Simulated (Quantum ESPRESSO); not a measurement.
**Quick settings and what they miss: LiGaPt (P6_3/mmc, 6 atoms in the cell)**

Self-consistent single point.

```
LiGaPt
1.0
    4.24995     0.00000     0.00000
   -2.12498     3.68057     0.00000
    0.00000     0.00000     5.48091
Li Ga Pt
2 2 2
Direct
  0.33333   0.66667   0.75000
  0.66667   0.33333   0.25000
  0.33333   0.66667   0.25000
  0.66667   0.33333   0.75000
  0.00000   0.00000   0.00000
  0.00000   0.00000   0.50000
```

Method: PBEsol, PseudoDojo standard norm-conserving (PBESOL) pseudopotentials (plane waves; Quantum ESPRESSO 7.5).

Base settings: ecutwfc = 85 Ry; occupations = smearing; smearing = marzari-vanderbilt; degauss = 0.0036749 Ry; potentials = {Li: Li.upf, Ga: Ga.upf, Pt: Pt.upf}; K_POINTS = automatic 6 6 4 0 0 0; conv_thr = 1e-10 Ry.

Tight run (finer mesh or higher cutoff; not a proven limit): ecutwfc: 85 Ry → 119 Ry; conv_thr: 1e-10 Ry → 7.3e-11 Ry; K_POINTS: automatic 6 6 4 0 0 0 → automatic 9 9 6 0 0 0. It gave Fermi level (on the code's own zero) 13.76 eV; pressure -8.45 GPa.

Quick runs, as changes from the base:
- A: the base itself
- B: ecutwfc: 85 Ry → 68 Ry; smearing: marzari-vanderbilt → gaussian; degauss: 0.0036749 Ry → 0.036749 Ry; K_POINTS: automatic 6 6 4 0 0 0 → automatic 6 6 6 1 1 1; potentials: PseudoDojo standard norm-conserving (LDA) [LDA (PW92)]
- C: ecutwfc: 85 Ry → 68 Ry; conv_thr: 1e-10 Ry → 7.3e-05 Ry; K_POINTS: automatic 6 6 4 0 0 0 → automatic 2 2 2 1 1 1
- D: ecutwfc: 85 Ry → 51 Ry; K_POINTS: automatic 6 6 4 0 0 0 → automatic 6 6 6 1 1 1

Energies are extrapolated to zero smearing width, which holds to low order in the width alone (under cold and Methfessel-Paxton smearing the free energy itself is taken).

Dashes: energy of B, another energy zero; pressure of C, not trusted under this conv_thr with d or f elements; time of C, under 30 s.

† marks runs with another functional, U, potentials or spin treatment: their distance from the tight run is not a convergence error alone.

The count of work is k-points × plane waves × bands × iterations; it is no time. Core times come from one kind of shared machine and are given to one figure; runs under 30 s give none.

The starting cell comes from a database of computed structures (which also holds hypothetical and non-ambient phases and stackings), without a prior relaxation at this level. Its lattice was rescaled by a random factor within 2.5 % of one. Spin polarisation is off. In the base run, with a pressure of about -9 GPa the cell is away from its equilibrium volume at this level.

| run | energy less tight (meV/atom) | pressure less tight (GPa) | count of work / tight | core time / tight (rough) |
|---|---|---|---|---|
| A | 4.2 | -0.06 | 0.26 | 0.3 |
| B† | – | -8.31 | 0.32 | 0.3 |
| C | 79.5 | – | 0.0090 | – |
| D | 2021.8 | -150.78 | 0.21 | 0.2 |

Among the runs at the tight run's level, the energy misses run from 4.2 to 2021.8 meV/atom.

Left out of this page: 2 runs of the series outside the window shown, repeating another row's setting, or not comparable.
